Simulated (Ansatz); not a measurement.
The starting structures come from a database of crystals and need not be the phases stable at ambient conditions.

 Where the default PAW files enter, the runs use the earlier of Ansatz's two default sets.

The decay constant κ of evanescent states in the gap governs leakage through a thin film.

Here is the system:

```
CELL_PARAMETERS angstrom
      6.36587     0.00000     0.00000
      0.82953     6.31159     0.00000
      2.76817    -3.15579     4.19783
ATOMIC_POSITIONS crystal
  Ge 0.25000 0.25000 0.50000
  Ge 0.00000 0.00000 0.00000
  Se 0.36296 0.88704 0.51204
  Se 0.62500 0.12500 0.01204
  Se 0.88704 0.36296 0.48796
  Se 0.12500 0.62500 0.98796
```

Space group of this cell: I-42d. The cell is taken as given.

Transport runs along the normal of the first two printed cell vectors, the (110) plane of the conventional cell.

The gap is the functional's own. No spin-orbit coupling. Mid-gap values are interpolated on the energy grid.

Problem. Give the band gap and the smallest decay constant κ at mid-gap that PBEsol in Ansatz (a program for electronic structure) yields.

Solution. Gap 1.60 eV on a 8×8×8 mesh; κ = 0.167 1/Å, at the zone centre.
